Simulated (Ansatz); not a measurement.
The starting structures come from a database of crystals and need not be the phases stable at ambient conditions.

**Evanescent states of Li2GeF6 (P4_2/mnm, not sure to be the ambient phase, 18 atoms a cell, 10.0 Å³ an atom) along the normal of (111)**

These are r2SCAN (plane waves, PAW; Ansatz, an electronic-structure program) values and carry that method's errors.

No gap correction and no spin-orbit coupling; mid-gap values are interpolated between computed energies.

Energies count from the valence-band top; κ is the least over a 6×4 mesh across the current.

| E (eV) | κ (1/Å) | where |
|---|---|---|
| 0.16 | 0.335 | Γ |
| 0.48 | 0.450 | Γ |
| 0.80 | 0.498 | Γ |
| 1.12 | 0.534 | Γ |
| 1.44 | 0.562 | Γ |
| 1.76 | 0.583 | Γ |
| 2.08 | 0.597 | Γ |
| 2.40 | 0.607 | Γ |
| 2.72 | 0.613 | Γ |
| 3.04 | 0.614 | Γ |
| 3.36 | 0.612 | Γ |
| 3.68 | 0.606 | Γ |
| 4.00 | 0.597 | Γ |
| 4.32 | 0.584 | Γ |
| 4.64 | 0.567 | Γ |
| 4.96 | 0.546 | Γ |
| 5.28 | 0.520 | Γ |
| 5.60 | 0.488 | Γ |
| 5.92 | 0.450 | Γ |
| 6.24 | 0.401 | Γ |
| 6.56 | 0.336 | Γ |
| 6.88 | 0.239 | Γ |

Q: How thick must the barrier be to attenuate the transmission by 10^6 when the electrodes' Fermi level lies at 4.32 eV, and what attenuation does that film give at 6.88 eV?

A: d = 6 ln 10 / (2 × 0.584) = 11.8 Å. At 6.88 eV it gives 6 × 0.239/0.584 = 2.5 decades.
